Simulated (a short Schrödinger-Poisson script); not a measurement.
From a short Schrödinger-Poisson script (our own, NumPy): 1D Poisson equation in equilibrium, electrons quantum, Hartree (BenDaniel-Duke, 12 states a valley, the channel's in-plane mass for all, wave functions ending at the dielectric), parabolic valleys, classical holes, full ionisation, no traps, pinning or gate leakage.

System: symmetric double-gate stack, Al2O3 on p-type Si(111), at 300 K.

From the gate side: 5.5 nm Al2O3; 20 nm Si, acceptors 9e16 cm⁻³; 5.5 nm Al2O3.

Constants are typed, rounded textbook-type inputs, not results; the design itself was drawn at random and stands for no fabricated device. Al2O3: permittivity 9, conduction-band edge (eV) 2.7, gap (eV) 6.8, electron mass (mₑ) 0.3. Si: permittivity 11.7, conduction-band edge (eV) 0, gap (eV) 1.124, Nv at 300 K (cm⁻³) 3.1e19.

Channel valleys (confinement mass, in-plane density-of-states mass, number): Δ6 0.258, 0.358, 6. At the gates, both at one voltage, the conduction-band edge of layer 1 lies 2.81 eV − eVg above the Fermi level of the channel. Gaps are held at their typed values at every temperature. Mesh 0.03 nm at interfaces.

Give the capacitance of both gates at Vg = 1.6 V (μF/cm²); the lowest subband against the Fermi level at Vg = 1.6 V (meV); the sheet density of all electrons at Vg = 1.6 V (cm⁻²).

capacitance of both gates at Vg = 1.6 V (μF/cm²): 2.40; lowest subband against the Fermi level at Vg = 1.6 V (meV): 16.2; sheet density of all electrons at Vg = 1.6 V (cm⁻²): 2.13e13.
